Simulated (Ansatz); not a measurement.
## WC: uniaxial strain ε_xx = −2.00 %

Consider WC (space group P-6m2, No. 187; a = 2.8991 Å, c = 2.8268 Å; relaxed with 0.1 eV smearing). Axes: x lies along a and z along c of the hexagonal cell.

Now apply this change: uniaxial strain ε_xx = −2.00 %, all other strain components held at zero; the atoms relax in the strained cell.

Calculations: PBEsol, PAW, 420 eV (Ansatz, an electronic-structure program; no spin-orbit coupling). Γ-centred 23×23×20 mesh, Fermi–Dirac width 0.1 eV.

- Volume per atom: 10.08 Å³ (base 10.29 Å³)
- Space group: Amm2 (No. 38) (base P-6m2 (No. 187))
- Energy relative to the base (free energy F): +9.9 meV/atom
- Band gap: zero (base zero)
- Stress (xx, yy, zz, yz, xz, xy; compression positive): (15.8, 5.1, 3.9, 0.0, 0.0, 0.0) GPa

Whether these cells are dynamically stable was not tested. All final runs are without spin polarisation.
